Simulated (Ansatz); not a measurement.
Take WO$_{3}$ (space group Cmcm, No. 63; a = 5.454 Å, b = 5.474 Å, c = 7.460 Å; a cell from a computed database, its experimental status unchecked) as the base.

Modification: cell and atoms relaxed at a pressure of 1.5 GPa.

Levels (all Ansatz, an electronic-structure program, PAW): PBEsol (420 eV, spin-orbit coupling left out); PBEsol+SOC (420 eV, with spin-orbit coupling).

The geometry is relaxed with PBEsol.

| Item | Result |
|---|---|
| PBEsol band gap | 1.32 eV |
| PBEsol pressure | 1.50 GPa |
| PBEsol electron mass | 0.50 mₑ along a, 0.61 mₑ along b, 0.20 mₑ along c (at Γ) |

With PBEsol+SOC at the same geometry, the band gap decreases by 0.13 eV to 1.19 eV; the pressure decreases by 0.31 GPa, from 1.50 GPa to 1.19 GPa; the electron mass changes from 0.50 mₑ along a, 0.61 mₑ along b, 0.20 mₑ along c (at Γ) to 0.52 mₑ along a, 0.56 mₑ along b, 0.20 mₑ along c (at Γ).

Single points use the geometry relaxed with PBEsol. The spin-orbit shifts are approximate. Spin-orbit coupling, missing from the scalar runs, can matter with W. Load acts through the strain it causes; cell and atoms are relaxed under it. Masses are band curvatures over ±0.01 Å⁻¹ around the edge. Whether these cells are dynamically stable was not tested.
